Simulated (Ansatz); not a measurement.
# fcc Al (1 1 0) on zinc-blende GaP (1 1 0) (film strained to the substrate, started from cuts of the bulks and a machine-learned relaxation; slabs Ga8P8 and Al16, which can lie off the formulas)

A periodic stack without vacuum, fcc Al (1 1 0) on zinc-blende GaP (1 1 0) (film strained to the substrate, started from cuts of the bulks and a machine-learned relaxation; slabs Ga8P8 and Al16, which can lie off the formulas): substrate slab Ga8P8, film Al16, surface cells [[0, -1], [1, -1]] and [[1, 0], [1, 2]], film strained by -3.7 and -3.7 %, outermost planes GaP/GaP and Al/Al as cut, which need not be the usual terminations and can put a slab off its formula.

The start was prepared with a machine-learned potential, and the result is one local minimum, with the in-plane cell held and forces under 0.04 eV/Å; the film can end far from its bulk form.

Level of theory: PBE (plane waves to 420 eV, PAW; Ansatz, an electronic-structure program). No spin–orbit coupling; the runs are not spin-polarised; PBE gaps are too small against experiment. Its k-point mesh 10×6×1, Fermi–Dirac width 0.05 eV.

```
Quantity                                                                                    Value
--------------------------------------------------------------------------------  ---------------
interface area                                                                            21.5 Å²
period                                                                                    28.49 Å
heights between the nearest atoms of the two slabs at the two interfaces          2.16 and 2.18 Å
Al–Ga contacts across the interfaces within 1.22 times the sum of covalent radii   2, mean 2.62 Å
Al–P contacts across the interfaces within 1.22 times the sum of covalent radii    2, mean 2.40 Å
hole barrier (PBE)                                                                        0.49 eV
electron barrier (PBE)                                                                    1.08 eV
```

```
Al2GaP
1.0
    3.89426    -0.00080     0.01145
    3.89428     5.50610     0.15678
    1.38180     0.29748    28.50744
Ga P Al
8 8 16
Direct
  0.68808   0.99726   0.10963
  0.69154   0.52573   0.04002
  0.66314   0.97315   0.24600
  0.67649   0.48526   0.17764
  0.63877   0.94605   0.38262
  0.65039   0.46010   0.31421
  0.59514   0.93447   0.52059
  0.62776   0.43161   0.45053
  0.45299   0.26312   0.04196
  0.43405   0.75071   0.10963
  0.42538   0.23626   0.17767
  0.41291   0.72337   0.24593
  0.40024   0.21019   0.31437
  0.38775   0.69704   0.38262
  0.37516   0.18492   0.45080
  0.35884   0.67139   0.51853
  0.87559   0.78214   0.64854
  0.37199   0.28601   0.64888
  0.14687   0.04739   0.59873
  0.61910   0.53558   0.59655
  0.35975   0.25471   0.75450
  0.86243   0.75699   0.75391
  0.61983   0.51835   0.70352
  0.11417   0.02034   0.70276
  0.85465   0.72267   0.85777
  0.35006   0.22561   0.85652
  0.10554   0.98733   0.80621
  0.60788   0.49066   0.80613
  0.37804   0.18501   0.96356
  0.82354   0.69666   0.96145
  0.59504   0.45486   0.91203
  0.10170   0.95879   0.91065
```
